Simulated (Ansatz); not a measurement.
Consider LaB₆ (space group Pm-3m, No. 221).

```cif
data_B6La
_chemical_formula_sum 'La1 B6'
_space_group_name_H-M_alt 'Pm-3m'
_space_group_IT_number 221
_space_group_name_Hall '-P 4 2 3'
_cell_length_a 4.15495
_cell_length_b 4.15495
_cell_length_c 4.15495
_cell_angle_alpha 90.000
_cell_angle_beta 90.000
_cell_angle_gamma 90.000
loop_
_atom_site_label
_atom_site_type_symbol
_atom_site_symmetry_multiplicity
_atom_site_Wyckoff_symbol
_atom_site_fract_x
_atom_site_fract_y
_atom_site_fract_z
_atom_site_occupancy
La1 La 1 a 0.00000 0.00000 0.00000 1
B1 B 6 f 0.19979 0.50000 0.50000 1
```

Levels (all Ansatz, a first-principles code, PAW): PBE (420 eV, without spin-orbit coupling); PBEsol (420 eV, without spin-orbit coupling).

Levels that relaxed their own cell: PBE and PBEsol.

```tsv
level	lattice parameter a
PBE	4.155 Å
PBEsol	4.130 Å
```

Measured: lattice parameter a 4.15692 Å (room temperature; as listed in Masami Tsubota, Jiro Kitagawa, Scientific Reports (2017)).

Computed minus measured — lattice parameter a: PBE -0.0 %, PBEsol -0.7 % (closest: PBE). Measured values not marked as corrected hold thermal and zero-point effects that the static-lattice runs lack.

Stability against distortions was not tested. All final runs are without spin polarisation. An odd electron count without spin: LaB6.
